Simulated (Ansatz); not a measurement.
Structure of amorphous Ti₂₀O₄₀H₂ (periodic cell):

```xyz
62
Lattice="9.0728 0.0000 0.0000 0.0000 9.0728 0.0000 0.0000 0.0000 9.0728" Properties=species:S:1:pos:R:3 pbc="T T T"
Ti     6.4227     2.9523     6.7700
Ti     4.4310     0.1976     6.7068
Ti     3.8289     1.3490     0.7370
Ti     5.6226     0.3103     2.7476
Ti     7.8716     5.5506     5.0982
Ti     7.4097     0.4101     8.8117
Ti     5.8910     6.5320     1.1929
Ti     4.9042     6.0060     5.3787
Ti     1.0748     0.3837     2.0343
Ti     0.1066     7.0509     8.8321
Ti     7.3172     8.9187     5.4135
Ti     1.1782     3.6966     0.9592
Ti     1.7599     5.0105     6.6180
Ti     7.9857     2.3348     3.5805
Ti     2.1522     2.1295     4.7665
Ti     1.2264     6.3963     3.0939
Ti     7.4333     3.9110     0.4536
Ti     4.1069     4.6488     8.5112
Ti     1.7720     7.9796     5.4333
Ti     4.7529     3.7404     2.8018
O      8.9182     8.7130     8.1246
O      8.5963     6.3074     3.4711
O      7.4510     1.8227     5.5905
O      6.2831     9.0092     7.2042
O      8.5491     3.0900     1.7299
O      4.8275     2.2138     6.7776
O      7.3860     0.2983     3.6125
O      1.7207     8.2181     3.5473
O      4.2907     6.2331     0.2678
O      1.9237     6.0979     4.8956
O      3.5265     2.8569     3.8640
O      1.8646     1.8244     0.9822
O      3.9501     7.6023     5.9595
O      8.8671     4.9968     0.1017
O      8.3102     3.8896     4.3017
O      5.1440     0.5191     4.7595
O      5.5947     7.5958     2.6028
O      1.5434     3.3520     5.9092
O      1.7344     6.9671     7.5292
O      7.5045     2.3131     8.3637
O      6.3390     4.8434     1.7667
O      8.5409     0.5232     1.3995
O      1.8067     4.7925     2.1925
O      8.9338     5.4931     6.5327
O      4.1792     3.2634     0.9995
O      2.5638     0.6484     5.7933
O      9.0493     8.3264     5.6024
O      3.8112     5.0714     6.6910
O      3.7053     0.5366     2.3089
O      6.2705     4.5604     5.7228
O      5.7974     0.7925     0.9291
O      6.0936     2.5023     3.0847
O      0.7861     1.6196     3.5879
O      5.9689     4.2773     8.2742
O      1.0470     7.4696     1.2532
O      7.2653     7.2804     0.2648
O      3.6443     0.2278     8.3607
O      4.5581     5.3584     3.7325
O      6.5606     7.0285     5.2786
O      2.1780     4.2497     8.4610
H      5.1917     1.4979     4.7804
H      2.5478     7.2629     7.9911
```

The numbers are results of PBE, scalar-relativistic without spin-orbit coupling (plane waves to 420 eV, PAW; Ansatz, an electronic-structure program), not measurements. The usual formal charges leave 2 electrons over, so the level spacing at the Fermi energy parts defect or band states and needn't be the band gap. In the spin-polarised cell the level spacing at the Fermi energy can part levels of unlike spin.

Preparation: random packing, a CHGNet melt and quench, and a DFT relaxation. O atoms were pushed apart under 1.9 Å during the dynamics, to hinder bonds among them. The hot cell started wider than the set density and was brought back towards it in steps. It is the lowest in DFT energy of 2 quenches. It is a model cell: composition and starting density were chosen by hand, and all elements were melted together. No dispersion term was used. Its density started from a set value of 3.56 and ended at 3.56 g/cm³. The simulated quench (nominally 400 K/ps over its main leg) is rapid and tends to freeze in more defects than a deposited or slowly cooled glass has. A cell of this size samples the disorder only roughly. The volume was held where the preparation left it, at a PBE pressure of 0.1 GPa. Stress components on the final sampling reach 0.9 GPa. On a 2×2×2 Γ-centred mesh force components of up to 0.18 eV/Å stay, since the relaxation ran on the zone centre alone.

Cut-offs for bonds: Ti-Ti 3.12 Å, Ti-O 2.46 Å, Ti-H 2.10 Å, O-O 1.58 Å, O-H 1.16 Å, H-H 0.90 Å. Two cations that share two anions don't count as bonded, nor two that share one unless they lie closer than Ti-Ti 3.04 Å.

### Question
Give the coordination numbers, mean bond lengths and angles.

### Answer

The mean coordination of Ti by anions comes out as 5.25 (2 with 4, 11 with 5, 7 with 6), the mean coordination of O is 2.67 (15 with 2, 23 with 3, 2 with 4) and the mean coordination of H comes out as 1.00 (2 with 1). The mean Ti-O bond is 1.962 Å (spread 0.131 Å, 105 counted) and the mean O-H bond comes out as 0.981 Å (spread 0.000 Å, 2 counted). The bond angle at Ti is mean 105.7°, spread 27.2°. The bond angle at O comes out as mean 119.4°, spread 17.9°.

### Question
List the pairs of like atoms that count as bonded by the rules above.

### Answer
There are none by these rules.

### Question
What Bader charges do the atoms carry, from a run on the zone centre alone?

### Answer
Means (range): Ti +2.20 e (+2.16 to +2.24), O -1.13 e (-1.25 to -1.00), H +0.59 e (+0.58 to +0.60).
```
atom  charge (e)
----  ----------
Ti1        +2.19
Ti2        +2.24
Ti3        +2.17
Ti4        +2.23
Ti5        +2.20
Ti6        +2.20
Ti7        +2.17
Ti8        +2.21
Ti9        +2.18
Ti10       +2.20
Ti11       +2.22
Ti12       +2.19
Ti13       +2.19
Ti14       +2.23
Ti15       +2.20
Ti16       +2.16
Ti17       +2.16
Ti18       +2.18
Ti19       +2.19
Ti20       +2.20
O21        -1.00
O22        -1.03
O23        -1.16
O24        -1.19
O25        -1.14
O26        -1.09
O27        -1.10
O28        -1.13
O29        -1.08
O30        -1.18
O31        -1.08
O32        -1.19
O33        -1.15
O34        -1.16
O35        -1.01
O36        -1.21
O37        -1.02
O38        -1.04
O39        -1.25
O40        -1.18
O41        -1.16
O42        -1.00
O43        -1.08
O44        -1.10
O45        -1.22
O46        -1.15
O47        -1.05
O48        -1.16
O49        -1.07
O50        -1.16
O51        -1.19
O52        -1.17
O53        -1.18
O54        -1.19
O55        -1.14
O56        -1.16
O57        -1.08
O58        -1.07
O59        -1.17
O60        -1.18
H61        +0.58
H62        +0.60
```
